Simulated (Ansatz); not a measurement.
Relaxation of the outer planes of the (211) surface of rock-salt CdO in its 1x1 cell (cut with top plane Cd + O, bottom plane Cd + O), outermost plane spacing 0.97 Å in the ideal cut.

These are PBE (plane waves to 420 eV, PAW; Ansatz, an electronic-structure program) values and carry that method's errors.

Model: 24-atom slab, Cd12O12, 10.7 Å thick at the start, 8x3x1 mesh, Fermi-Dirac 0.025 eV, dipole correction, all atoms relaxed; start symmetry kept, larger cells not searched; no spin (no spin-polarised run to compare, though such a face may carry moments), no spin-orbit, no U. The slab shows no gap over 0.04 eV on its mesh.

```json
[
 {"plane": "1", "atoms": "O + Cd", "bulk spacing to the next (Å)": "0.973", "relaxed spacing (Å)": "[?]", "change (%)": "[?]", "rumpling (Å)": "[?]"},
 {"plane": "2", "atoms": "O + Cd", "bulk spacing to the next (Å)": "0.973", "relaxed spacing (Å)": "0.895", "change (%)": "-8.1", "rumpling (Å)": "0.07 (Cd outermost)"}
]
```

Q: Fill in the missing entries.

A: 
- 1, relaxed spacing (Å): 0.721
- 1, change (%): -25.9
- 1, rumpling (Å): 0.03 (Cd outermost)
